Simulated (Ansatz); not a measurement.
Hypothetical zinc blende TlBr, element substitutions

The reference is TlBr in the zinc blende structure (space group F-43m, No. 216; a hypothetical phase, not in the database extracts checked).

Space group F-43m (No. 216); a = 7.311 Å, b = 7.311 Å, c = 7.311 Å, α = 90.00°, β = 90.00°, γ = 90.00°

| atom | site | symmetry | x | y | z |
|---|---|---|---|---|---|
| Br | 4c | -43m | 0.2500 | 0.2500 | 0.2500 |
| Tl | 4a | -43m | 0.0000 | 0.0000 | 0.0000 |
(The calculation used a cell of 2 atoms; values per cell refer to that cell.)

Each row replaces one element on all its sites; cell and atoms are relaxed.

All numbers come from PBEsol (Ansatz, a quantum-chemistry and plane-wave program; PAW; 420 eV plane waves; scalar-relativistic without spin-orbit coupling), earlier PAW set.

| case | lattice parameter a | band gap |
|---|---|---|
| base | 7.311 Å | 2.77 eV |
| Tl → Bi | 7.020 Å | zero |
| Tl → B | … | … |
| Tl → Ti | 5.824 Å | zero |

Task: Some entries are withheld; estimate them.

Result: 
- Tl → B, lattice parameter a: 5.938 Å
- Tl → B, band gap: 0.43 eV

Other magnetic orders, which the real material may have, were not ruled out. With Tl present, leaving out spin-orbit coupling can change the band edges. Whether these cells are dynamically stable was not tested. As relaxed here, BiBr, BBr and TiBr are hypothetical phases, not in the database extracts checked. No Hubbard U is applied, and correlation can decide whether such a compound is a metal. Spin-polarised in the final run: TiBr; the other runs are not.
